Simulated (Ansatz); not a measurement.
A thermal frame of composition TiAl, cell Ti24Al24, held well above this temperature first [in the run: it was liquid; mean temperature 2132 K (target 2160 K); density 3.20 g/cm³; mean pressure -0.6 GPa against a target of 0], from MD with PBE at 2160 K. Calculation: PBE (plane waves, PAW; Ansatz, a first-principles code).

| Property | Result |
|---|---|
| plane-wave cutoff | 420 eV |
| k-points | one point, (1/4, 1/4, 1/4) |
| Fermi-Dirac width | 0.186 eV |
| spin | not polarised; no spin-orbit coupling |

A check of the k-sampling: on the last frame of the same run a denser mesh moved the PBE forces by 0.036 eV/Å rms, the static pressure by 0.02 GPa and the free energy by -4 meV/atom.

```xyz
48
Lattice="9.7658 0.0000 0.0000 0.0000 9.7658 0.0000 0.0000 0.0000 9.7658" Properties=species:S:1:pos:R:3 pbc="T T T"
Ti     6.5387     6.4878    10.5336
Ti    -0.9085     1.4764     3.8777
Ti     4.9565     5.0899     2.7925
Ti     9.0856     2.1822     8.4080
Ti     4.3565     1.0571     4.9545
Ti     2.7099     8.3691     5.1562
Ti    -0.0494    -0.5161     1.8689
Ti     7.0934     7.9450     6.6926
Ti     6.3524     3.1719     7.6912
Ti     2.5441     3.5514     4.5195
Ti     6.9439     1.6617     5.9767
Ti     7.3727     6.9400     3.1616
Ti     0.8336     5.6284     8.9267
Ti     5.1818    -1.6731     2.7546
Ti     0.2613     3.9290     6.5124
Ti    -1.9052     5.6119     6.2940
Ti    -0.0187     6.3837     1.9866
Ti     7.7672     4.0912     2.1590
Ti    -3.2892    -0.2403     4.3921
Ti    -0.3597     8.3005     4.5244
Ti     1.5938     4.3082     1.5157
Ti     2.4369     1.1442     6.5346
Ti     6.8080     9.5391     1.8957
Ti     4.5471    11.2647     9.9891
Al     6.0264     2.2036     2.7474
Al    -0.5077     0.2114     6.5025
Al     2.9668     6.7834    10.7200
Al     1.0854     0.3518    -0.5885
Al     2.0064     6.0899    13.5167
Al     2.9396     9.3694     1.8841
Al     7.5903     9.8574     8.9088
Al     2.9647     8.5569     8.1772
Al     2.1654     2.9197     9.1286
Al     4.7347     6.4277     8.0566
Al    -0.6475    -2.1207     8.8386
Al    10.0918     7.1313     6.7232
Al     9.8611     2.3049    10.8919
Al     3.4090     2.4902     2.2161
Al     4.7149     0.4966     7.4156
Al     7.0094     2.0644     0.3732
Al    -0.2728     5.0872     4.1661
Al     2.7526     4.8050     6.6210
Al     5.1344     6.1898     5.4988
Al     6.6417     4.1049     4.9224
Al     5.3618     8.7664    -0.0806
Al     8.2176     4.7396     8.9629
Al     1.6633     0.6987     4.1285
Al     4.8755     4.2640     0.0295
```

### Question
Give the forces on atoms 3, 11, 28, 30, 42, 46 (eV/Å), the static pressure (no kinetic part).

### Answer

```tsv
atom	Fx Fy Fz
Ti3	-0.460 -0.099 -0.360
Ti11	1.142 -0.989 0.448
Al28	0.406 -0.268 -0.042
Al30	-0.423 0.519 -0.150
Al42	0.443 1.182 1.639
Al46	-0.777 -0.188 0.557
```
static pressure (no kinetic part): -2.55 GPa
